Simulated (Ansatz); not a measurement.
The parent structure is MoTe2 (space group Fm-3m, No. 225; a = 6.639 Å; a hypothetical phase, not in the database extracts checked). Axes: x, y, z lie along the cube axes.

The values are results of Kohn–Sham DFT with the r2SCAN functional, run in Ansatz (a first-principles code) with PAW and 500 eV plane waves, scalar-relativistic without spin-orbit coupling, not measurements.

The change: every lattice vector is shortened by 1.14 %, atoms relaxed at fixed cell.

### Question
Predict the stress tensor and what it implies for the stiffness.

### Answer
Stress of the strained cell less that of the base (GPa, compression positive):
```
    3.4     0.0     0.0
    0.0     3.4     0.0
    0.0     0.0     3.4
```

Then B = −ΔP/(ΔV/V₀) with ΔV/V₀ = -0.0338 gives secant stiffness values (nonlinear terms included at this strain): B ≈ 100 GPa.

As a check, the harmonic strain energy −½ V₀ Δσ:ε is 8.8 meV/atom; the computed energy rise is 8.4 meV/atom.

No phonon test of stability was made. The final runs are not spin-polarised. MoTe2 has a high density of states at the Fermi level and may be magnetic at this level.
